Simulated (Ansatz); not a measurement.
**What pressure −1 GPa does to VO2**

The parent structure is VO₂ in the rutile structure (space group P4_2/mnm, No. 136; a = 4.536 Å, c = 2.802 Å; ferromagnetic).

It is then changed as follows: hydrostatic tension (pressure −1 GPa).

All numbers come from DFT with PBEsol, PAW potentials and a 420 eV plane-wave cutoff in Ansatz (a first-principles code), scalar-relativistic without spin-orbit coupling. Γ-centred 8×8×13 mesh, Fermi–Dirac width 0.05 eV.

* **Volume per atom**: 9.65 Å³ (base 9.61 Å³)
* **Density**: 4.76 g/cm³ (base 4.78 g/cm³)
* **c/a ratio**: 0.618 (base 0.618)
* **Shortest interatomic distance**: 1.906 Å (base 1.904 Å)
* **Enthalpy H = E + PV relative to the base's energy**: -0.06 eV/atom
* **Band gap**: zero (base zero)
* **Magnetic state**: ferromagnetic (base ferromagnetic)
* **Largest site moment**: 0.79 μB (base 0.79 μB)

Cost of the whole job for the changed cell (relaxation, final SCF and bands): around 4 core-minutes (rough).

Other magnetic orders, which the real material may have, were not ruled out. Load acts through the strain it causes; cell and atoms are relaxed under it. Whether these cells are dynamically stable was not tested. No Hubbard U is applied, and correlation can decide whether such a compound is a metal. The base started in P2_1/c and relaxed to P4_2/mnm at this level.
